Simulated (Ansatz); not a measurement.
Data:

```yaml
crystal:
  lattice:
    - [4.24065, 0.00000, 0.00000]
    - [2.12032, 3.67251, 0.00000]
    - [2.12032, -1.22417, 3.34093]
  atoms:
    - { symbol: Pb, position: [0.00000, 0.00000, 0.00000] }
    - { symbol: F, position: [0.49475, 0.25262, 0.75787] }
    - { symbol: F, position: [0.50525, 0.74738, 0.24213] }
```

No spin polarisation.

Calculations: Kohn–Sham DFT with the PBEsol functional, run in Ansatz (a first-principles code) with PAW and 420 eV plane waves, no spin-orbit coupling. Settings: 10×10×10 k-points, 0.05 eV Fermi–Dirac smearing.

Predict the in-plane stress, electron mass, band gap and smallest direct gap.


* **Mean in-plane stress (compression positive)**: -1.5 GPa
* **Electron mass**: 2.9 mₑ along k, 0.49 mₑ across (at X)
* **Band gap**: 4.31 eV
* **Smallest direct gap**: 4.46 eV

Spin-orbit coupling, missing from the scalar runs, can matter with Pb. The cells carry an imposed strain or load. Masses are band curvatures over ±0.01 Å⁻¹ around the edge. Along k means along the line from Γ to the band edge. Whether these cells are dynamically stable was not tested. The cell was made from PbF₂ in the fluorite structure (space group Fm-3m, No. 225) by this change: biaxial strain +1.67 %, plane normal [111], relaxed out of plane.
